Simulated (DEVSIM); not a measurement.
System: Schottky contact on n-type InP, at 300 K.

Layer 1 from the left is InP, thickness (μm) 0.630, Nd (cm⁻³) 1.9e15, τn (s) 2e-8, τp (s) 2e-8.

Left contact: Schottky, work function 5.24 eV, emission velocity 3.3e6 cm/s. Right contact: ohmic. Voltage is applied to the left contact. Recombination: SRH at mid-gap, radiative. Mobility is constant in doping.

Constants are typed, rounded textbook-type inputs, not results; the design itself was drawn at random and stands for no fabricated device. Values at 300 K.

InP: gap (eV) 1.344, affinity (eV) 4.38, permittivity 12.5, Nc (cm⁻³) 5.7e17, Nv (cm⁻³) 1.1e19, μn (cm²/Vs) 5200, μp (cm²/Vs) 170, B (cm³/s) 1.2e-10.

Model (solved in DEVSIM): 1D drift-diffusion, Boltzmann statistics, complete ionisation; no tunnelling, impact ionisation, image-force lowering or self-heating. Metal contacts follow the ideal Schottky-Mott rule: no Fermi-level pinning, no interface dipoles.

Dark forward current:

```
|V| (V)  |J| (A/cm²)
-------  -----------
0.05        6.641e-9
0.10        5.038e-8
0.15        3.472e-7
0.20        2.383e-6
0.25        1.639e-5
0.30       0.0001129
0.35       0.0007781
0.40        0.005358
0.45         0.03684
0.50          0.2527
0.55           1.721
0.60           11.48
0.65           70.53
0.70           329.6
0.75           962.9
0.80            1909
0.85            3025
```

### Question
Work out the local ideality factor n = ΔV / (kT/q · ln(J2/J1)) between the rows 0.15 and 0.20 V, 0.30 and 0.35 V, 0.80 and 0.85 V.

### Answer
kT/q = 25.85 mV. From 0.15 to 0.20 V: ln(2.383e-6/3.472e-7) = 1.926, n = 1.00, near the 1 of diffusion or emission over a barrier. From 0.30 to 0.35 V: ln(0.0007781/0.0001129) = 1.930, n = 1.00, near the 1 of diffusion or emission over a barrier. From 0.80 to 0.85 V: ln(3025/1909) = 0.460, n = 4.20; the layers' resistance at their doping, Σ W/(qμN) = 4.0e-5 Ω cm², would take 44 mV of this step of 50 mV.

### Question
Estimate the current at 0.35 V for emission alone, J0 = q v N_band exp(−φB/kT), and read the barrier back from the simulated current.

### Answer
φB = 0.860 eV, N_band = 5.70e17 cm⁻³, J0 = 1.07e-9 A/cm²; J = J0 (exp(qV/kT) − 1) = 0.000814 A/cm². The simulation gives 0.000778 A/cm²; the estimate lies 4.7 % above. Read backwards, the simulated current gives an apparent barrier of 0.861 eV. The estimate leaves out transport through the depletion region and minority injection.
